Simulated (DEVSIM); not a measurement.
# illuminated Si n-on-p cell, one wavelength

Device: illuminated Si n-on-p cell, one wavelength, at 300 K.

```
layer (left to right)  material  thickness (μm)  Nd (cm⁻³)  Na (cm⁻³)  τn (s)  τp (s)  absorption coefficient (cm⁻¹)
---------------------  --------  --------------  ---------  ---------  ------  ------  -----------------------------
1                            Si           0.450     1.4e19          -  5.1e-8  9.5e-7                          34000
2                            Si            33.0          -     6.7e16  1.5e-6  1.5e-6                          34000
```

Left contact: ohmic, minority hole recombination velocity 100 cm/s. Right contact: ohmic, minority electron recombination velocity 50 cm/s. Voltage is applied to the left contact. Recombination: SRH at mid-gap, radiative, Auger. Light enters at the left, 1.7e17 photons cm⁻² s⁻¹, one pass, no reflection. Mobility is μmin + (μ − μmin)/(1 + (N/Nref)^α).

The device is made up for the run: typed textbook-type constants, with dimensions and the other settings drawn at random. Values at 300 K.

| parameter | Si |
|---|---|
| gap (eV) | 1.124 |
| affinity (eV) | 4.05 |
| permittivity | 11.7 |
| Nc (cm⁻³) | 2.86e19 |
| Nv (cm⁻³) | 3.1e19 |
| μn (cm²/Vs) | 1417 |
| μp (cm²/Vs) | 470 |
| μn,min | 52 |
| μp,min | 45 |
| Nref,n | 9.7e16 |
| Nref,p | 2.2e17 |
| αn | 0.68 |
| αp | 0.72 |
| B (cm³/s) | 4.7e-15 |
| Cn (cm⁶/s) | 2.8e-31 |
| Cp (cm⁶/s) | 9.9e-32 |

Model (solved in DEVSIM): 1D drift-diffusion, Boltzmann statistics, complete ionisation; no tunnelling, impact ionisation, image-force lowering or self-heating.

The potential step across the device at zero bias is 0.947 V and the largest field in the device at zero bias is 230000 V/cm. The dark forward voltage at 1 A/cm² is 0.732 V and the dark forward voltage at 100 A/cm² comes out as 0.904 V. The short-circuit current is 26.6 mA/cm² and the open-circuit voltage is 0.635 V. The fill factor comes out as 0.83. The largest power is 14.1 mW/cm² and the share of generated pairs collected at short circuit is 0.977.

Small-signal capacitance in reverse bias (quasi-static):

```csv
V (V),C (nF/cm²)
0.04,78.7
0.1,76.1
0.2,72.4
0.3,69.1
0.4,66.2
```

Dark forward current:

```json
[
 {"V (V)": "-0.05", "J (A/cm²)": "-1.0e-9"},
 {"V (V)": "-0.10", "J (A/cm²)": "-3.6e-9"},
 {"V (V)": "-0.15", "J (A/cm²)": "-1.1e-8"},
 {"V (V)": "-0.20", "J (A/cm²)": "-3.1e-8"},
 {"V (V)": "-0.25", "J (A/cm²)": "-9.1e-8"},
 {"V (V)": "-0.30", "J (A/cm²)": "-2.9e-7"},
 {"V (V)": "-0.35", "J (A/cm²)": "-1.1e-6"},
 {"V (V)": "-0.40", "J (A/cm²)": "-4.8e-6"},
 {"V (V)": "-0.45", "J (A/cm²)": "-2.6e-5"},
 {"V (V)": "-0.50", "J (A/cm²)": "-0.00016"},
 {"V (V)": "-0.55", "J (A/cm²)": "-0.0010"},
 {"V (V)": "-0.60", "J (A/cm²)": "-0.0069"},
 {"V (V)": "-0.65", "J (A/cm²)": "-0.047"},
 {"V (V)": "-0.70", "J (A/cm²)": "-0.32"},
 {"V (V)": "-0.75", "J (A/cm²)": "-1.9"},
 {"V (V)": "-0.80", "J (A/cm²)": "-8.2"},
 {"V (V)": "-0.85", "J (A/cm²)": "-26"},
 {"V (V)": "-0.90", "J (A/cm²)": "-88"},
 {"V (V)": "-0.95", "J (A/cm²)": "-380"},
 {"V (V)": "-1.00", "J (A/cm²)": "-1800"},
 {"V (V)": "-1.05", "J (A/cm²)": "-5800"}
]
```
